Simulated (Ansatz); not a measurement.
Start from Cd in the hcp (Mg type) structure (space group P6_3/mmc, No. 194; a = 3.029 Å, c = 5.759 Å; relaxed with 0.1 eV smearing). Axes: x lies along a and z along c of the hexagonal cell.

Computed with Ansatz (a quantum-chemistry and plane-wave program) PBE, no spin-orbit coupling.

Strains are applied to the cell and any free atomic positions relax; under biaxial strain the out-of-plane vector relaxes too.

One change was made to it. Results:

The pressure (mean of the normal stresses, compression positive) goes from zero to -0.7 GPa; the shortest interatomic distance increases by 0.091 Å, from 3.029 Å to 3.120 Å.

Task: Which change produced these results?
A) biaxial strain +3.00 %, plane normal [001], relaxed out of plane
B) biaxial strain −1.50 %, plane normal [001], relaxed out of plane
C) biaxial strain +2.50 %, plane normal [001], relaxed out of plane

Result: A, biaxial strain +3.00 %, plane normal [001], relaxed out of plane. For comparison, the shortest interatomic distance in the other runs: biaxial strain +2.50 %, plane normal [001], relaxed out of plane gives 3.105 Å; biaxial strain −1.50 %, plane normal [001], relaxed out of plane gives 2.984 Å.

Whether these cells are dynamically stable was not tested.
